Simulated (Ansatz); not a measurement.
N on the 1x1 (111) surface of fcc Ni, ferromagnetic, one in a 2x2 cell: adsorption energies (eV for each) against ½ N2(g) in Ansatz (plane waves, PAW). Structures relaxed with PBE; the other functionals are single points on them, with slab and gas at the same level. No dispersion, zero-point or thermal terms. Rows are starts at which the adsorbate stayed; left out, since it moved away, changed or didn't bind there, or the run didn't converge: bridge Ni-Ni (span 2.5 Å).

Slab: 17 atoms, 6.0 Å thick at the start under the adsorbate (thin: gaps and levels are the slab's own); k 7x7x1, smearing 0.1 eV, dipole-corrected; 8 atoms held, the rest relaxed; each run with such symmetry as its start has; spin-polarised, no spin-orbit, no U, no dispersion correction.

```tsv
site	PBE	RPBE
top Ni	2.41	2.55
hollow Ni-Ni-Ni over Ni at depth 2.0 Å	-0.10	0.22
hollow Ni-Ni-Ni over Ni at depth 4.0 Å	-0.09	0.23
```

RPBE moves the energies by 0.26 eV on average against PBE and the two lowest sites lie within 0.02 eV at one of the levels.

Ansatz is an electronic-structure program.
